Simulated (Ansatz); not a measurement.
Consider Si-vacancy pair (Si on one host Al site, one Al site vacant) in fcc Al, neutral cell. Calculation: PBE, PAW (plane waves to 420 eV; Ansatz, a program for electronic structure).

Settings: 32 host sites, the relaxed PBE lattice, a 4×4×4 k-point mesh shifted by half a step, smearing 0.10 eV, spin-restricted, no image-charge correction. No zero-point or tunnelling terms. Forms of the defect that were not tried may lie lower. The order of the sites in energy changes with the mesh.

Barriers: single points on a 6×6×6 k-point mesh shifted by half a step at the bands' geometries.

The step: Si and the vacancy change places (Si-vacancy distance between ideal sites 2.86 Å throughout). Atoms about the jump, Cartesian Å from the middle of the jump, before and after:

| atom | x0 | y0 | z0 | x1 | y1 | z1 |
|---|---|---|---|---|---|---|
| Si1 | 0.00 | -0.99 | -0.99 | 0.00 | 0.99 | 0.99 |
| Al2 | -1.96 | 1.00 | -0.98 | -1.96 | 0.98 | -0.99 |
| Al3 | 1.96 | 0.99 | -0.98 | 1.96 | 0.98 | -1.00 |
| Al4 | 1.96 | -0.98 | 1.00 | 1.96 | -0.99 | 0.98 |
| Al5 | -1.96 | -0.98 | 0.99 | -1.96 | -1.00 | 0.98 |
| Al6 | 0.00 | 3.02 | -0.99 | 0.00 | 3.03 | -1.00 |
| Al7 | 0.00 | 1.00 | -3.03 | 0.00 | 0.99 | -3.02 |
| Al8 | 0.00 | -3.03 | 1.00 | 0.00 | -3.02 | 0.99 |
| Al9 | 0.00 | -0.99 | 3.02 | 0.00 | -1.00 | 3.03 |

Problem. Where do these atoms stand at the saddle point, and how high is it?

Solution. 
| atom | x | y | z |
|---|---|---|---|
| Si1 | 0.00 | 0.03 | -0.05 |
| Al2 | -2.12 | 1.03 | -1.05 |
| Al3 | 2.13 | 1.03 | -1.05 |
| Al4 | 2.09 | -1.03 | 1.02 |
| Al5 | -2.09 | -1.03 | 1.02 |
| Al6 | 0.00 | 2.95 | -0.96 |
| Al7 | 0.00 | 0.95 | -2.97 |
| Al8 | 0.00 | -2.98 | 0.95 |
| Al9 | 0.00 | -0.97 | 2.97 |
It lies 0.50 eV above the start and 0.50 eV above the end. The saddle point's order was not checked, and it lies on a symmetry element of the cell, where a band can be held. Symmetry-equivalent saddle points exist between the same ends.
